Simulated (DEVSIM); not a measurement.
System: abrupt Si n-p junction, at 250 K.

Layer 1 from the left is Si, thickness (μm) 78.0, Nd (cm⁻³) 7.7e16, τn (s) 0.00067, τp (s) 0.00067. Layer 2 from the left is Si, thickness (μm) 250, Na (cm⁻³) 4.9e16, τn (s) 0.00067, τp (s) 0.00067.

Left contact: ohmic. Right contact: ohmic. Voltage is applied to the left contact. Recombination: SRH at mid-gap. Mobility is μmin + (μ − μmin)/(1 + (N/Nref)^α).

This is a model device: material constants are rounded textbook-type values typed into the input, and sizes, dopings and lifetimes were drawn at random. Values at 300 K; Nc and Nv go as T^1.5, mobilities as T to minus their exponent, the gap by Varshni's rule with the affinity fixed.

Si: gap (eV) 1.124, affinity (eV) 4.05, permittivity 11.7, Nc (cm⁻³) 2.86e19, Nv (cm⁻³) 3.1e19, μn (cm²/Vs) 1417, μp (cm²/Vs) 470, μn,min 52, μp,min 45, Nref,n 9.7e16, Nref,p 2.2e17, αn 0.68, αp 0.72, T exponent of μn 2.3, T exponent of μp 2.2, Varshni α (eV/K) 0.000473, Varshni β (K) 636.

### Question
Estimate by hand the built-in potential, the peak field at zero bias, the capacitance at 1.5 V, and compare with a numerical solution.

### Answer

- Built-in potential: ni = √(Nc Nv) exp(−Eg/2kT) = 8.01e7 cm⁻³ with Eg = 1.136 eV; Vbi = kT/q ln(Na Nd/ni²) = 0.881 V; numerical 0.881 V.
- Peak field at zero bias: depletion approximation: W = √(2εVbi/(qN)) = 0.195 μm with N = 2.99e16 cm⁻³; field = 2Vbi/W = 90400 V/cm; numerical 88100 V/cm (estimate above by 2.5 %).
- Capacitance at 1.5 V: C = √(qεN / 2(Vbi + |V|)) = 32.3 nF/cm²; numerical 32.6 nF/cm² (estimate below by 0.93 %).

Model (solved in DEVSIM): 1D drift-diffusion, Boltzmann statistics, complete ionisation; no tunnelling, impact ionisation, image-force lowering or self-heating.
